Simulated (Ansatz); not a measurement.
The starting structures come from a database of crystals and need not be the phases stable at ambient conditions.

By PBEsol, the system below comes out a metal.

Without scattering a metal conducts by its projected Fermi surface.

Input:

```xyz
2
Lattice="2.9205 0.0000 0.0000 0.0000 2.9205 0.0000 0.0000 0.0000 2.8329" Properties=species:S:1:pos:R:3 pbc="T T T"
Zn     1.4603     1.4603     1.4165
Cu     0.0000     0.0000     0.0000
```

Space group of this cell: P4/mmm. The cell is strained (lengths along the current scaled by 0.97, ions clamped); by PBEsol its mean pressure is 2.6 GPa.

The current flows along the normal of the first two printed cell vectors, the (001) (indices of the unstrained crystal) plane of the conventional cell. No spin-orbit coupling; the value is a mean over 0.1 eV about the Fermi level.

Q: State the ballistic conductance per area according to PBEsol in Ansatz (a quantum-chemistry and plane-wave program).

A: 1.1 × 10¹⁵ S/m² for both spins.
